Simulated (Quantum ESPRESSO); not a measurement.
Several settings converged on a (110) slab of ZnNi (cut from a parent of space group no. 123; 6 atoms in the cell)

```xyz
6
Lattice="3.1979 0.0000 0.0000 0.0000 3.8326 0.0000 0.0000 0.0000 17.8326" Properties=species:S:1:pos:R:3 pbc="T T T"
Zn     1.5989     0.9582     7.0000
Ni     0.0000     2.8745     7.0000
Zn     1.5989     2.8745     8.9163
Ni     0.0000     0.9582     8.9163
Zn     1.5989     0.9582    10.8326
Ni     0.0000     2.8745    10.8326
```

Base method: LDA (PZ), PSlibrary PAW (LDA) pseudopotentials (plane waves; Quantum ESPRESSO).

Base settings: ecutwfc = 50 Ry; ecutrho = 300 Ry; occupations = smearing; smearing = fermi-dirac; degauss = 0.0073499 Ry; potentials = {Zn: Zn.pz-dn-kjpaw_psl.1.0.0.UPF, Ni: Ni.pz-n-kjpaw_psl.1.0.0.UPF}; K_POINTS = automatic 5 4 1 0 0 0; conv_thr = 1e-11 Ry; mixing_beta = 0.4.

The count of work is k-points × plane waves × bands × iterations; it is no time. 

**The vacuum**

The mesh stays at the base's, so the ladder's end is converged at best in this setting alone.

Only quantities that move along the ladder and can be compared are tabulated.

```tsv
vacuum between outermost atoms (Å)	free energy less the last step's (meV/atom)	largest difference of a force vector from the last step's (eV/Å)	count of work / last
3.0	-151.44	0.876	0.19
5.0	-20.63	0.074	0.25
7.0	-1.68	0.004	0.30
14.0	0.03	0.000	0.53
30.0	0.00	0.000	1.0
```

Smallest vacuum between outermost atoms (Å) that holds the free energy within 1 meV/atom of the last step, with all finer ones: 14.0; the step before is off by 1.7 meV/atom.

Smallest vacuum between outermost atoms (Å) that holds the forces within 0.005 eV/Å of the last step, with all finer ones: 7.0, at 0.30 of the last step's count of work; the step before is off by 0.074 eV/Å.

**The k-point mesh**

Only quantities that move along the ladder and can be compared are tabulated.

| K_POINTS | free energy less the last step's (meV/atom) | largest difference of a force vector from the last step's (eV/Å) | count of work / last |
|---|---|---|---|
| automatic 2 2 1 0 0 0 | 152.49 | 0.270 | 0.095 |
| automatic 3 3 1 0 0 0 | 28.74 | 0.114 | 0.10 |
| automatic 4 4 1 0 0 0 | 5.14 | 0.102 | 0.21 |
| automatic 5 4 1 0 0 0 | -3.81 | 0.005 | 0.21 |
| automatic 12 10 1 0 0 0 | 0.00 | 0.000 | 1.0 |

Coarsest K_POINTS that holds the free energy within 2 meV/atom: not settled: the last two steps still differ by 3.8 meV/atom, over half the tolerance, so the ladder does not show it.

Coarsest K_POINTS that holds the forces within 0.02 eV/Å of the last step, with all finer ones: automatic 5 4 1 0 0 0, at 0.21 of the last step's count of work; the step before is off by 0.10 eV/Å.

**The plane-wave cutoff**

Moved along: ecutrho.

The mesh stays at the base's, so the ladder's end is converged at best in this setting alone.

Only quantities that move along the ladder and can be compared are tabulated.

| ecutwfc | free energy less the last step's (meV/atom) | largest difference of a force vector from the last step's (eV/Å) | count of work / last |
|---|---|---|---|
| 25 Ry | 3610.57 | 0.075 | 0.19 |
| 30 Ry | 624.84 | 0.023 | 0.27 |
| 35 Ry | 123.37 | 0.009 | 0.34 |
| 50 Ry | 30.79 | 0.000 | 0.58 |
| 60 Ry | 5.07 | 0.000 | 0.76 |
| 75 Ry | 0.00 | 0.000 | 1.0 |

Coarsest ecutwfc that holds the forces within 0.02 eV/Å of the last step, with all finer ones: 35 Ry, at 0.34 of the last step's count of work; the step before is off by 0.023 eV/Å.

Coarsest ecutwfc that holds the free energy within 2 meV/atom: not settled: the last two steps still differ by 5.1 meV/atom, over half the tolerance, so the ladder does not show it.

On the base run: the starting cell comes from a database of computed structures (which also holds hypothetical and non-ambient phases and stackings), without a prior relaxation at this level. The slab is cut from that crystal, and its faces are unrelaxed. Its lattice was rescaled by up to half a per cent. Spin polarisation is off. In the base run, forces exceed 1 eV/Å. Without a gap this mesh is coarse (it stands for a supercell whose shortest in-plane vector is 15 Å).
